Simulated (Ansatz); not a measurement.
The starting structures come from a database of crystals and need not be the phases stable at ambient conditions.

 Where the default PAW files enter, the runs use the earlier of Ansatz's two default sets.

Tunnelling through a barrier is set by its complex band structure: the current falls as exp(−2κd) with the smallest κ.

Input:

```
CaClF
1.0
    3.87647     0.00000     0.00000
    0.00000     3.87647     0.00000
    0.00000     0.00000     6.84262
Ca Cl F
2 2 2
Direct
  0.00000   0.50000   0.80483
  0.50000   0.00000   0.19517
  0.50000   0.00000   0.64510
  0.00000   0.50000   0.35490
  0.50000   0.50000   0.00000
  0.00000   0.00000   0.00000
```

Space group of this cell: P4/nmm. The cell is taken as given.

Transport runs along the normal of the first two printed cell vectors, the (001) plane of the conventional cell.

No gap correction and no spin-orbit coupling; mid-gap values are interpolated between computed energies.

Task: State the band gap and the smallest decay constant κ at mid-gap according to r2SCAN run with Ansatz (a first-principles code).

Result: Gap 6.27 eV on a 8×8×6 mesh; κ = 0.477 1/Å, at the zone centre.
